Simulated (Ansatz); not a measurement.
Abridged Ansatz (a quantum-chemistry and plane-wave program) output:

```
Relaxation: its limit of steps is 50 (relax.max_steps)
Pseudopotential: Ti, paw, valence charge 12
Pseudopotential: Al, paw, valence charge 3
Crystal: 2 atoms, lattice volume = 32.293 Å³
Basis set: ecut = 500 eV, 815 PW (Γ), exchange–correlation on 96×96×120 points (64 copies of the dense FFT grid, shifted against one another)
Bands: 12, of which v1, the nominal top of the filled ones, is band 8 counted from 1 (7 counted from 0)
Symmetry: 16 space group operations
k-points: 528 of 5600
Functional: x = r2scan, c = r2scan; τ floored in thin density (d = 2e-4 eV/Å³)
SCF iter   1: F=—  HF=-3045.680518 eV  |F-HF|=—  |Δ(HF+E_count)|=         —  Δρ=1.17e-2  dr2=3.86e-2  dr2_τ=1.85e-2  ethr=1.77e-3  ⟨swp⟩=4.9  Hψ=32155  notcnv=0
SCF iter   2: F=—  HF=-3045.710604 eV  |F-HF|=—  |Δ(HF+E_count)|=   3.01e-2  Δρ=3.98e-3  dr2=3.24e-3  dr2_τ=6.16e-4  ethr=2.57e-4  ⟨swp⟩=2.6  Hψ=16054  notcnv=0
SCF 1 converged in 8 iterations: F = -3045.711398 eV  dr2 = 7.62e-11
relax step   1: F+E_penalty+E_count = -3045.71139839 eV  Δ(F+E_penalty+E_count) = +0.000e0 eV  max|allowed force component| = 4.930e-32 eV/Å  Δτ_max = 0.0000 Å  (8 SCF iters, accepted)
Crystal: 2 atoms, lattice volume = 32.293 Å³
SCF iter   1: F=—  HF=-3045.711398 eV  |F-HF|=—  |Δ(HF+E_count)|=         —  Δρ=6.15e-7  dr2=7.62e-11  dr2_τ=5.37e-12  ethr=1.00e-12  ⟨swp⟩=1.3  Hψ=34612  notcnv=0
SCF iter   2: F=-3045.711398 eV  HF=-3045.711398 eV  |F-HF|=8.19e-12  |Δ(HF+E_count)|=  2.82e-11  Δρ=3.24e-7  dr2=1.89e-11  dr2_τ=1.38e-12  ethr=1.00e-12  ⟨swp⟩=3.0  Hψ=16527  notcnv=0
SCF 2 converged in 2 iterations: F = -3045.711398 eV  dr2 = 1.89e-11
SCF converged after 2 iterations
Free energy (F): -3045.711398 eV
Internal energy: -3045.658855 eV  (E = F + TS)
E sigma→0 (E₀):  -3045.685126 eV
Entropy (-TS):   -0.052544 eV (-26.272 meV/atom)
Fermi energy:    11.053088 eV
--- Forces (eV/Å), atoms counted from 1 ---
  atom   1  Ti    -0.00000000    -0.00000000     0.00000000
  atom   2  Al    -0.00000000     0.00000000     0.00000000
--- Stress (GPa, compression-positive) ---
       -0.431636       0.000000       0.000000
        0.000000      -0.431636       0.000000
        0.000000       0.000000      -0.921707
  P = ⅓ Tr σ = -0.5950 GPa (-5.950 kbar)
--- Relaxed structure (1 steps of the walk, 1 accepted, 0 SCFs on fresh bases) ---
  atoms:
    - { symbol: Ti, position: [0.0, 0.0, 0.0] }
    - { symbol: Al, position: [0.5000000000000001, 0.5000000000000001, 0.5000000000000001] }
```

Task: What was computed, and what are the main results?

Result: TiAl, 2 atoms in the cell, with plane-wave PAW DFT at the r2SCAN level (Ansatz, 500 eV), no spin-orbit coupling. The last SCF converged to F = -3045.711398 eV, or -1522.8557 eV per atom, at a pressure of -0.59 GPa. The total energy compares only with runs of the same code, potentials and settings.

The cells carry an imposed strain or load. Whether these cells are dynamically stable was not tested. The final runs are not spin-polarised. The cell was made from TiAl (space group P4/mmm, No. 123) by this change: uniaxial strain ε_zz = +0.50 %.

Keys are those of Ansatz 0.2.
